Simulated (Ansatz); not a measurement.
Input and output of a self-consistent single point for Ga (Cmce, 4 atoms in the cell) (Ansatz, an electronic-structure program).

Computed with PBEsol, default PAW files made with PBE (plane waves; Ansatz).

```
Ga
1.0
    2.23154    -3.82558     0.00000
    2.23154     3.82558     0.00000
    0.00000     0.00000     4.58739
Ga
4
Direct
  0.65570   0.34430   0.41540
  0.34430   0.65570   0.58460
  0.84430   0.15570   0.91540
  0.15570   0.84430   0.08460
```

Reference input (self-consistent single point, DFT, PBE, plane waves, default PAW files): basis.ecutwfc = 420 eV; kpoints.mp_grid.grid = 6 6 5; hamiltonian.xc = pbe; hamiltonian.pseudopotentials = {kind: paw} (the program's default PAW files); scf.occupations.method = fermi_dirac; scf.occupations.width = 0.136 eV. This run's input differs from it in these lines:

Ansatz 0.2 input:
```diff
@@ -15,3 +15,3 @@
 hamiltonian:
-  xc: pbe
+  xc: pbesol
   pseudopotentials: { kind: paw }
```

Output, abridged:

```
SCF iter   1: F=—  HF=-14972.829310 eV  |F-HF|=—  |Δ(HF+E_count)|=         —  Δρ=1.83e-3  dr2=2.84e-3  ethr=1.77e-3  ⟨swp⟩=5.5  Hψ=4794  notcnv=0
all-band conjugate gradients solve this SCF's bands
preconditioner: auto → Kerker (q_TF=auto, 2.548 Å⁻¹)
SCF iter   2: F=—  HF=-14972.825114 eV  |F-HF|=—  |Δ(HF+E_count)|=   4.20e-3  Δρ=1.26e-3  dr2=1.40e-3  ethr=5.46e-6  ⟨swp⟩=2.3  Hψ=2385  notcnv=0
   [... lines left out ...]
SCF iter   5: F=—  HF=-14972.824844 eV  |F-HF|=—  |Δ(HF+E_count)|=   8.03e-5  Δρ=1.05e-4  dr2=1.86e-5  ethr=2.40e-7  ⟨swp⟩=2.0  Hψ=2252  notcnv=0
SCF iter   6: F=—  HF=-14972.824846 eV  |F-HF|=—  |Δ(HF+E_count)|=   2.24e-6  Δρ=7.24e-5  dr2=3.62e-6  ethr=3.58e-8  ⟨swp⟩=2.0  Hψ=2265  notcnv=0
SCF iter   7: F=—  HF=-14972.824846 eV  |F-HF|=—  |Δ(HF+E_count)|=   7.34e-7  Δρ=1.63e-5  dr2=1.85e-7  ethr=6.97e-9  ⟨swp⟩=2.6  Hψ=2269  notcnv=0
SCF iter   8: F=-14972.824846 eV  HF=-14972.824846 eV  |F-HF|=2.09e-9  |Δ(HF+E_count)|=   3.37e-8  Δρ=2.03e-6  dr2=2.66e-9  ethr=1.92e-10  ⟨swp⟩=4.3  Hψ=4589  notcnv=0
SCF 1 converged in 8 iterations: F = -14972.824846 eV  dr2 = 2.66e-9
Free energy (F): -14972.824846 eV
Internal energy: -14972.769526 eV  (E = F + TS)
E sigma→0 (E₀):  -14972.797186 eV
Entropy (-TS):   -0.055320 eV (-13.830 meV/atom)
Fermi energy:    8.910636 eV
--- Forces (eV/Å), atoms counted from 1 ---
  atom   1  Ga    -0.00000000    -0.01020078     0.01040152
  atom   2  Ga     0.00000000     0.01020078    -0.01040152
  atom   3  Ga     0.00000000     0.01020078     0.01040152
  atom   4  Ga     0.00000000    -0.01020078    -0.01040152
--- Stress (GPa, compression-positive) ---
       -0.670869       0.000000      -0.000000
        0.000000      -1.694152       0.000000
       -0.000000       0.000000      -2.157714
  P = ⅓ Tr σ = -1.5076 GPa (-15.076 kbar)
  The stress holds the Pulay correction. Without it, at fixed plane waves, as pw.x and ABINIT print it: P = -1.5453 GPa
```

The run converged in 8 iterations. Against the reference run the pressure goes from 1.94 to -1.51 GPa and the largest force goes from 0.022 to 0.015 eV/Å.

The starting cell comes from a database of computed structures (which also holds hypothetical and non-ambient phases and stackings), without a prior relaxation at this level. Its lattice was rescaled by a random factor within 2.5 % of one. Ansatz's pressure includes its estimate of the finite-basis (Pulay) stress.
